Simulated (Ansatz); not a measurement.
Fluorite NiSi₂, treated with LDA in Ansatz (plane waves, PAW).

Settings: plane-wave cutoff 520 eV, 12×12×12 k mesh, Fermi–Dirac smearing 0.1 eV, perturbation theory, force constants from a 4×4×4 q mesh, no spin polarisation, scalar-relativistic PAW data made under PBE.

Computed at the level's own relaxed cell.

NiSi2 has the cubic space group Fm-3m (No. 225), Pearson symbol cF12. Lattice parameters: a = 5.3506 Å, b = 5.3506 Å, c = 5.3506 Å, α = 90.00°, β = 90.00°, γ = 90.00°. Si on 8c sees 4 Ni at 2.317 Å and 6 Si at 2.675 Å. Ni on 4a is coordinated by 8 Si at 2.317 Å (cubic). (Neighbours: up to the widest gap in distance over summed covalent radii, below 1.35, at either atom; cation-cation and far metal-metal contacts left out.)
(The calculation used a cell of 3 atoms; values per cell refer to that cell.)

Harmonic phonon frequencies (cm⁻¹; i marks an imaginary mode):

```
q point                    frequencies
-------  -----------------------------
Γ        0 0 0 313 313 313 334 334 334
```

Ansatz is a first-principles code.
